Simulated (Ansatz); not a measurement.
**Hf: uniaxial strain ε_zz = +1.00 %**

The reference is Hf in the hcp (Mg type) structure (space group P6_3/mmc, No. 194; a = 3.204 Å, c = 5.073 Å; relaxed with 0.1 eV smearing). Axes: x lies along a and z along c of the hexagonal cell.

Now apply this change: uniaxial strain ε_zz = +1.00 %, all other strain components held at zero; the atoms relax in the strained cell.

Level of theory: plane-wave PAW DFT at the PBE level (Ansatz, an electronic-structure program, 420 eV), no spin-orbit coupling. Γ-centred 21×21×12 mesh, Fermi–Dirac width 0.1 eV.

```json
[
 {"quantity": "volume per atom", "base": "22.55 Å³", "changed": "22.77 Å³", "shift": "+0.225 Å³"},
 {"quantity": "space group", "base": "P6_3/mmc (No. 194)", "changed": "P6_3/mmc (No. 194)", "shift": "–"},
 {"quantity": "shortest interatomic distance", "base": "3.139 Å", "changed": "3.160 Å", "shift": "+0.021 Å"},
 {"quantity": "energy relative to the base (free energy F)", "base": "0 meV/atom", "changed": "+1.3 meV/atom", "shift": "+1.3 meV/atom"},
 {"quantity": "band gap", "base": "zero", "changed": "zero", "shift": "–"},
 {"quantity": "stress (xx, yy, zz, yz, xz, xy; compression positive)", "base": "–", "changed": "(-0.7, -0.7, -1.9, 0.0, 0.0, 0.0) GPa", "shift": "–"}
]
```

Whether these cells are dynamically stable was not tested. The final runs are not spin-polarised.
